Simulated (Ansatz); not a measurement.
## BaFeO3 in the cubic perovskite structure (space group Pm-3m, No. 221; ferromagnetic)

```cif
data_BaFeO3
_chemical_formula_sum 'Ba1 Fe1 O3'
_space_group_name_H-M_alt 'P 1'
_space_group_IT_number 1
_cell_length_a 3.88483
_cell_length_b 3.88483
_cell_length_c 3.88483
_cell_angle_alpha 90.000
_cell_angle_beta 90.000
_cell_angle_gamma 90.000
loop_
_space_group_symop_operation_xyz
  'x, y, z'
loop_
_atom_site_label
_atom_site_type_symbol
_atom_site_fract_x
_atom_site_fract_y
_atom_site_fract_z
_atom_site_occupancy
Ba1 Ba 0.00000 0.00000 0.00000 1
Fe1 Fe 0.50000 0.50000 0.50000 1
O1 O 0.00000 0.50000 0.50000 1
O2 O 0.50000 0.00000 0.50000 1
O3 O 0.50000 0.50000 0.00000 1
```

Level of theory: DFT with PBEsol, PAW potentials and a 420 eV plane-wave cutoff in Ansatz (a first-principles code), without spin-orbit coupling. Settings: 12×12×12 k-points, 0.05 eV Fermi–Dirac smearing.

```yaml
volume_per_atom: 11.73 Å³
density: 6.83 g/cm³
band_gap: zero
magnetic_state: ferromagnetic
total_energy: -2399.286 eV/atom (σ→0; compares only within this code and set-up)
```

Whether these cells are dynamically stable was not tested. No Hubbard U is applied and the magnetic state is the run's own (BaFeO3 ferromagnetic); small cells can't hold the antiferromagnetic order that many such compounds have, so gaps and moments can be off. Many cubic perovskites are stable only at high temperature; tilts and polar distortions were not tested.
